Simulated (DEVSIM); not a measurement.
System: Schottky contact on n-type GaP, at 400 K.

```csv
layer (left to right),material,thickness (μm),Nd (cm⁻³),τn (s),τp (s)
1,GaP,8.30,1.1e15,8.9e-7,8.9e-7
```

Left contact: Schottky, work function 4.79 eV, emission velocity 9e6 cm/s. Right contact: ohmic. Voltage is applied to the left contact. Recombination: SRH at mid-gap, Auger. Mobility is μmin + (μ − μmin)/(1 + (N/Nref)^α).

The device is made up for the run: typed textbook-type constants, with dimensions and the other settings drawn at random. Values at 300 K; Nc and Nv go as T^1.5, mobilities as T to minus their exponent, the gap by Varshni's rule with the affinity fixed.

| parameter | GaP |
|---|---|
| gap (eV) | 2.26 |
| affinity (eV) | 3.8 |
| permittivity | 11.1 |
| Nc (cm⁻³) | 1.8e19 |
| Nv (cm⁻³) | 1.9e19 |
| μn (cm²/Vs) | 250 |
| μp (cm²/Vs) | 150 |
| μn,min | 10 |
| μp,min | 10 |
| Nref,n | 4.4e18 |
| Nref,p | 1e18 |
| αn | 0.8 |
| αp | 0.85 |
| T exponent of μn | 1.6 |
| T exponent of μp | 1.98 |
| Cn (cm⁶/s) | 1e-30 |
| Cp (cm⁶/s) | 1e-30 |
| Varshni α (eV/K) | 0.00058 |
| Varshni β (K) | 372 |

Simulated with DEVSIM: 1D drift-diffusion, Boltzmann statistics, complete ionisation; no tunnelling, impact ionisation, image-force lowering or self-heating. Metal contacts follow the ideal Schottky-Mott rule: no Fermi-level pinning, no interface dipoles.

Base results: dark forward voltage at 1 A/cm² (V) 0.497; potential step across the device at zero bias (V) 0.641; largest field in the device at zero bias (V/cm) 15000.

### Question
What follows from this one change: doping Nd of layer 1 1.1e+15 → 3.3e+14 cm^-3?

### Answer
dark forward voltage at 1 A/cm² 0.497 → 0.597 V; potential step across the device at zero bias 0.641 → 0.599 V; largest field in the device at zero bias 15000 → 7800 V/cm.

### Question
What follows from this one change: metal work function 4.79 → 4.69 eV?

### Answer
dark forward voltage at 1 A/cm² 0.497 → 0.397 V; potential step across the device at zero bias 0.641 → 0.541 V; largest field in the device at zero bias 15000 → 13000 V/cm.

### Question
What follows from this one change: temperature 400 → 450 K?

### Answer
dark forward voltage at 1 A/cm² 0.497 → 0.438 V; potential step across the device at zero bias 0.641 → 0.590 V; largest field in the device at zero bias little changed (14000 V/cm).

### Question
What follows from this one change: metal work function 4.79 → 4.74 eV?

### Answer
dark forward voltage at 1 A/cm² 0.497 → 0.447 V; potential step across the device at zero bias 0.641 → 0.591 V; largest field in the device at zero bias little changed (14000 V/cm).

### Question
What follows from this one change: thickness of layer 1 8.3 → 14 μm?

### Answer
dark forward voltage at 1 A/cm² 0.497 → 0.519 V; potential step across the device at zero bias little changed (0.641 V); largest field in the device at zero bias little changed (15000 V/cm).
